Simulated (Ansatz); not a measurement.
Cell and atoms of amorphous silicon oxynitride (Si24O36N8):

```xyz
68
Lattice="9.7892 -0.2253 -0.0577 -0.2253 9.3059 0.1845 -0.0577 0.1845 9.8260" Properties=species:S:1:pos:R:3 pbc="T T T"
Si     7.3894     0.3628     6.5028
Si     1.7560     6.4883     9.2622
Si     5.9294     6.7427     7.0291
Si     3.0401     7.6051     2.1667
Si     1.3315     4.7530     4.3807
Si     5.6204     5.9377     2.5506
Si     6.7137     7.5120     9.7769
Si     3.5028     3.8190     2.2249
Si     3.1068     6.1155     6.6976
Si     4.3309     1.8848     7.9391
Si     1.3607     1.4821     8.4942
Si     6.6730     1.2239     9.2139
Si     0.5672     8.4756     3.9770
Si     6.7448     3.4279     1.5663
Si     1.4928     8.4734     6.9393
Si     1.3878     2.2277     3.1149
Si     5.7013     4.3317     6.4979
Si     8.8838     5.4741     0.4584
Si     1.2501     3.6064     0.3909
Si     8.5499     6.1579     3.4565
Si     8.7501     8.5909     8.9446
Si     6.7293     2.2888     4.1951
Si     4.1494     0.8668     3.0730
Si     4.2625     8.9449     6.0639
O      4.3177     1.1544     6.4841
O      6.9613     5.3905     6.9091
O      2.8632     3.8299     0.6972
O      4.2197     6.7053     2.9246
O      7.6398     4.4146     0.6113
O      2.0567     5.3361     5.7170
O      0.6904     2.9145     8.9056
O      6.1795     6.8686     1.3549
O      0.8703     0.7299     3.3873
O      1.4567     0.7672     7.0184
O      7.5447     3.0561     2.9819
O      6.0509     3.3934     5.2060
O      0.9907     3.1433     4.4234
O      8.8142     7.7507     3.7093
O     -0.1501     5.4880     4.3734
O      0.6784     2.8395     1.7438
O      3.7198     9.1829     4.5403
O      1.6854     7.6536     3.0964
O      2.4471     4.7995     3.1183
O      2.7428     5.6843     8.2435
O      0.7525     8.1689     5.5513
O      6.9148     5.8886     3.6094
O      6.6814     2.1382     0.5839
O      7.5885     1.2201     5.1042
O      2.6272     7.0463     0.6685
O      8.4567     8.8434     7.3045
O      5.1034     0.9062     8.9837
O      5.6554     1.4556     3.2730
O      9.1086     5.9493     1.9749
O      0.4651     0.3996     9.3723
O      2.9111     1.8956     8.7182
O      7.1703     1.5732     7.6485
O      3.6523     9.1310     2.0080
O      5.6678     7.0174     8.6285
O      4.9860     3.3754     7.6585
O      0.9716     7.5919     8.2545
N      5.2196     4.2819     2.0908
N      0.5846     5.3564     9.8486
N      3.0994     7.8725     6.7377
N      5.9234     8.4119     6.3682
N      3.1318     2.2466     2.9030
N      8.3140     6.9655     9.3499
N      4.6980     5.7428     6.2836
N      7.2933     9.1298     9.7778
```

Calculation: PBE, scalar-relativistic without spin-orbit coupling (plane waves to 420 eV, PAW; Ansatz, a program for electronic structure).

It comes from a melt-quench run on a machine-learned potential (CHGNet), relaxed afterwards by DFT. O and N atoms were pushed apart under 1.9 Å during the dynamics, to hinder bonds among them. The hot cell started wider than the set density and was brought back towards it in steps. It is the lowest in DFT energy of 2 quenches. It is a model cell: composition and starting density were chosen by hand, and all elements were melted together. No dispersion term was used. Its density started from a set value of 2.77 and ended at 2.53 g/cm³. The quench (nominally 150 K/ps over its main leg) was far faster than any real one, so the model tends to hold more defects than a real film. Values belong to this one cell and scatter from quench to quench. Volume and shape were free in the relaxation.

Cut-offs for bonds: Si-Si 2.60 Å, Si-O 1.90 Å, Si-N 2.02 Å, O-O 1.58 Å, O-N 1.64 Å, N-N 1.70 Å. Two cations that share two anions don't count as bonded, nor two that share one unless they lie closer than Si-Si 2.38 Å.

Task: Give the coordination numbers, mean bond lengths and angles.

Result: 
```json
{
 "Mean coordination of Si by anions": "4.00 (24 with 4)",
 "Mean coordination of O": "2.00 (36 with 2)",
 "Mean coordination of N": "3.00 (8 with 3)",
 "Mean Si-O bond": "1.645 Å (spread 0.023 Å, 72 counted)",
 "Mean Si-N bond": "1.743 Å (spread 0.036 Å, 24 counted)",
 "Bond angle at Si": "mean 109.4°, spread 8.0°",
 "Bond angle at O": "mean 137.5°, spread 16.7°",
 "Bond angle at N": "mean 117.2°, spread 13.4°"
}
```

Task: List the pairs of like atoms that count as bonded by the rules above.

Result: There are none by these rules.
